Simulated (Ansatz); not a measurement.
Defect migration in fcc Cu: Zn-vacancy pair (Zn on one host Cu site, one Cu site vacant), neutral cell. Computed with PBE, PAW (plane waves to 420 eV; Ansatz, a quantum-chemistry and plane-wave program).

Settings: 32 host sites, the relaxed PBE lattice, a 2×2×2 k-point mesh shifted by half a step, smearing 0.10 eV, spin-restricted, no image-charge correction. Energies are static. Forms of the defect that were not tried may lie lower.

Barriers: single points on a 4×4×4 k-point mesh shifted by half a step at the bands' geometries (they differ from the bands' own by up to 0.08 eV, and are uncertain by about as much).

The step: the Zn atom itself jumps into the vacancy (Zn-vacancy distance between ideal sites 2.57 Å throughout). Atoms about the jump, Cartesian Å from the middle of the jump, before and after:

| atom | x0 | y0 | z0 | x1 | y1 | z1 |
|---|---|---|---|---|---|---|
| Zn1 | 0.00 | -0.87 | -0.87 | 0.00 | 0.87 | 0.87 |
| Cu2 | 1.81 | -0.89 | 0.92 | 1.81 | -0.92 | 0.89 |
| Cu3 | -1.82 | 0.92 | -0.90 | -1.82 | 0.90 | -0.92 |
| Cu4 | 1.81 | 0.92 | -0.90 | 1.81 | 0.90 | -0.92 |
| Cu5 | -1.82 | -0.89 | 0.92 | -1.82 | -0.92 | 0.89 |
| Cu6 | 0.00 | 2.71 | -0.89 | 0.00 | 2.73 | -0.92 |
| Cu7 | 0.00 | 0.92 | -2.73 | 0.00 | 0.89 | -2.71 |
| Cu8 | 0.00 | -0.88 | 2.70 | 0.00 | -0.92 | 2.72 |
| Cu9 | 0.00 | -2.72 | 0.92 | 0.00 | -2.70 | 0.88 |

Task: Where do these atoms stand at the saddle point, and how high is it?

Result: 
| atom | x | y | z |
|---|---|---|---|
| Zn1 | 0.00 | 0.00 | -0.01 |
| Cu2 | 1.97 | -0.95 | 0.94 |
| Cu3 | -1.97 | 0.95 | -0.96 |
| Cu4 | 1.97 | 0.95 | -0.96 |
| Cu5 | -1.97 | -0.95 | 0.94 |
| Cu6 | 0.00 | 2.65 | -0.88 |
| Cu7 | 0.00 | 0.87 | -2.67 |
| Cu8 | 0.00 | -0.88 | 2.65 |
| Cu9 | 0.00 | -2.66 | 0.86 |
It lies 0.55 eV above the start and 0.55 eV above the end. The saddle point's order was not checked, and it lies on a symmetry element of the cell, where a band can be held.
